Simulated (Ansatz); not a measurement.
The starting structures come from a database of crystals and need not be the phases stable at ambient conditions.

By PBEsol, the system below comes out a metal.

A figure of merit of an interconnect metal is its ballistic conductance per area.

Given:

```yaml
crystal:
  lattice:
    - [3.47753, 0.00000, 0.00000]
    - [0.00000, 4.91797, 0.00000]
    - [0.00000, 2.45899, 2.45899]
  atoms:
    - { symbol: V, position: [0.00000, 0.00000, 0.00000] }
    - { symbol: Co, position: [0.00000, 0.50000, 0.00000] }
    - { symbol: Co, position: [0.50000, 0.00000, 0.50000] }
    - { symbol: Co, position: [0.50000, 0.50000, 0.50000] }
```

Space group of this cell: Pm-3m, Cu3Au type. The cell is taken as given; by PBEsol its mean pressure is -2.7 GPa.

The current flows along the normal of the first two printed cell vectors, the (110) plane of the conventional cell. No spin-orbit coupling; the value is a mean over 0.1 eV about the Fermi level.

Task: State the ballistic conductance per area according to PBEsol (Ansatz, a program for electronic structure).

Result: 0.82 × 10¹⁵ S/m² for both spins.
